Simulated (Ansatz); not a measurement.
MgAl3N3O (model structure, Pm, No. 6, 8 atoms in the cell) was calculated with PBEsol (PAW; Ansatz, a first-principles code).

Numerical settings: plane-wave cutoff 520 eV, 8×10×6 k mesh (along the axes of the cell as run), Fermi–Dirac smearing 0.01 eV, scalar-relativistic PAW data made under PBE.

Cell (relaxed at this level):

```yaml
crystal:
  lattice:
    - [5.04489, 0.00000, -0.00511]
    - [0.00000, 3.15426, 0.00000]
    - [-0.00552, 0.00000, 5.49703]
  atoms:
    - { symbol: Mg, position: [0.48986, 0.00000, 0.33418] }
    - { symbol: Al, position: [0.01482, 0.50000, 0.15418] }
    - { symbol: O, position: [0.90517, 0.00000, 0.33432] }
    - { symbol: N, position: [0.37082, 0.50000, 0.15111] }
    - { symbol: Al, position: [0.48662, 0.50000, 0.83568] }
    - { symbol: Al, position: [0.00732, 0.00000, 0.67789] }
    - { symbol: N, position: [0.87238, 0.50000, 0.83099] }
    - { symbol: N, position: [0.37301, 0.00000, 0.68164] }
```

Task: Estimate the band gap that the calculation returns.

Result: 
* **band gap**: 1.80 eV (direct)

Note: the relaxation could raise the start's symmetry but not lower it, so the cell can be a saddle point.

Cost on a shared machine: very roughly 40 core-seconds.

A model structure was made by putting elements into a prototype or built by hand; it is no filed structure, need not be a known phase, and can be a saddle point held by its symmetry.
